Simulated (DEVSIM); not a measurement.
Structure: Cr/Si3N4/p-Si capacitor, at 400 K.

| layer (left to right) | material | thickness (nm) | Na (cm⁻³) |
|---|---|---|---|
| 1 | Si3N4 | 6.80 | - |
| 2 | Si | 3400 | 2.8e16 |

Metal gate on the left, work function 4.5 eV. Fixed charge at the semiconductor interface 9.8e11 cm⁻² (in units of +e); no interface traps.

The device is made up for the run: typed textbook-type constants, with dimensions and the other settings drawn at random. Values at 300 K; Nc and Nv go as T^1.5, mobilities as T to minus their exponent, the gap by Varshni's rule with the affinity fixed.

| parameter | Si3N4 | Si |
|---|---|---|
| gap (eV) | 5.1 | 1.124 |
| affinity (eV) | 2.1 | 4.05 |
| permittivity | 7.5 | 11.7 |
| Nc (cm⁻³) | - | 2.86e19 |
| Nv (cm⁻³) | - | 3.1e19 |
| Varshni α (eV/K) | - | 0.000473 |
| Varshni β (K) | - | 636 |

DEVSIM, 1D Poisson equation in equilibrium, Boltzmann statistics, complete ionisation; no quantum confinement or tunnelling. Metal contacts follow the ideal Schottky-Mott rule: no Fermi-level pinning, no interface dipoles.

Tabulate band edges, carrier densities and field at -0.3 V on the gate.

Energies count from the Fermi level of the right contact; mesh points crowd at the junctions.

```csv
x (μm),Ec (eV),Ev (eV),n (cm⁻³),p (cm⁻³),field (V/cm)
0.000,2.700,-2.400,< 1e2,< 1e2,-180000
0.001185,2.679,-2.421,< 1e2,< 1e2,-180000
0.003155,2.645,-2.455,< 1e2,< 1e2,-180000
0.005253,2.608,-2.492,< 1e2,< 1e2,-180000
0.006881,0.631,-0.466,5.0e11,6.5e13,39000
0.008347,0.637,-0.460,4.2e11,7.7e13,38000
0.01154,0.649,-0.448,3.0e11,1.1e14,37000
0.02251,0.686,-0.410,9.9e10,3.3e14,32000
0.04241,0.742,-0.354,2.0e10,1.6e15,24000
0.08579,0.811,-0.286,2.7e9,1.2e16,9100
0.1803,0.839,-0.258,1.2e9,2.7e16,420
0.5050,0.840,-0.256,1.2e9,2.8e16,≈ 0
1.094,0.840,-0.256,1.2e9,2.8e16,≈ 0
2.154,0.840,-0.256,1.2e9,2.8e16,≈ 0
2.954,0.840,-0.256,1.2e9,2.8e16,≈ 0
3.200,0.840,-0.256,1.2e9,2.8e16,≈ 0
3.312,0.840,-0.256,1.2e9,2.8e16,≈ 0
3.364,0.840,-0.256,1.2e9,2.8e16,≈ 0
3.393,0.840,-0.256,1.2e9,2.8e16,≈ 0
3.401,0.840,-0.256,1.2e9,2.8e16,≈ 0
3.405,0.840,-0.256,1.2e9,2.8e16,≈ 0
3.407,0.840,-0.256,1.2e9,2.8e16,≈ 0
```
